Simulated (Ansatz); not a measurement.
The parent structure is GaP in the zinc blende structure (space group F-43m, No. 216; a = 5.506 Å). Axes: x, y, z lie along the cube axes.

The values are results of Kohn–Sham DFT with the PBE functional, run in Ansatz (a program for electronic structure) with PAW and 420 eV plane waves, no spin-orbit coupling, not measurements.

The change: an isotropic linear strain of +1.35 %; the atoms relax in the strained cell.

Task: Predict the stress tensor and what it implies for the stiffness.

Result: Stress of the strained cell less that of the base (GPa, compression positive):
```
  -2.82    0.00    0.00
   0.00   -2.82    0.00
   0.00    0.00   -2.82
```

Then B = −ΔP/(ΔV/V₀) with ΔV/V₀ = 0.0410 gives secant stiffness values (nonlinear terms included at this strain): B ≈ 69 GPa.

As a check, the harmonic strain energy −½ V₀ Δσ:ε is 7.4 meV/atom; the computed energy rise is 7.8 meV/atom.

Stability against distortions was not tested.
